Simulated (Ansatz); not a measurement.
Start from Ge in the diamond structure (space group Fd-3m, No. 227; a = 5.6744 Å).

Level of theory: Ansatz (a first-principles code), r2SCAN, PAW, cutoff 500 eV, without spin-orbit coupling.

For the base:

```
Item                       Value
-------------------  -----------
Smallest direct gap      0.36 eV
Band gap                 0.36 eV
Gap character        direct at Γ
Lattice parameter a     567.4 pm
```

The change: cell and atoms relaxed at a pressure of 4.2 GPa.

Task: Predict the new smallest direct gap.

Result: The smallest direct gap increases by 0.51 eV to 0.87 eV.

Task: What does the calculation give for the band gap after the change?

Result: The band gap increases by 0.257 eV (0.36 eV → 0.61 eV).

Task: What happens to the gap character?

Result: The gap character becomes indirect, Γ → L (base: direct at Γ).

Task: How does this affect the lattice parameter a?

Result: The lattice parameter a drops by 9.7 pm (567.4 pm → 557.7 pm).

Load acts through the strain it causes; cell and atoms are relaxed under it. No phonon test of stability was made. Tetrahedral semiconductors of this kind turn to denser phases somewhere between about 1 and 50 GPa; those were not computed, so compressed cells here can lie past the real transition. The real Ge has an indirect gap at ambient pressure; r2SCAN orders its close-lying valleys differently.
